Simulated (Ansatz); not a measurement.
The parent structure is HgTe in the zinc blende structure (space group F-43m, No. 216; a = 6.510 Å). Axes: x, y, z lie along the cube axes.

All numbers come from DFT with PBEsol, PAW potentials and a 420 eV plane-wave cutoff in Ansatz (an electronic-structure program), no spin-orbit coupling, earlier PAW set.

Strains are applied to the cell and any free atomic positions relax; under biaxial strain the out-of-plane vector relaxes too.

One change was made to it. Results:

```json
[
 {"quantity": "energy relative to the base (free energy F)", "base": "0 meV/atom", "after": "+17 meV/atom"},
 {"quantity": "pressure (mean of the normal stresses, compression positive)", "base": "0.0 GPa", "after": "-1.5 GPa"},
 {"quantity": "volume per atom", "base": "34.49 Å³", "after": "35.84 Å³"}
]
```

Which change produced these results?
A) biaxial strain −2.64 %, plane normal [001], relaxed out of plane
B) isotropic strain +0.98 %
C) biaxial strain −0.86 %, plane normal [001], relaxed out of plane
D) biaxial strain +3.44 %, plane normal [110], relaxed out of plane

D, biaxial strain +3.44 %, plane normal [110], relaxed out of plane. For comparison, the energy relative to the base in the other runs: isotropic strain +0.98 % gives +3.8 meV/atom; biaxial strain −2.64 %, plane normal [001], relaxed out of plane gives +6.0 meV/atom; biaxial strain −0.86 %, plane normal [001], relaxed out of plane gives +0.6 meV/atom.

A biaxial case was relaxed in a doubled cell and then solved in the primitive one. The mesh was chosen for an insulator and is coarse for the gapless case. Whether these cells are dynamically stable was not tested. The final runs are not spin-polarised.
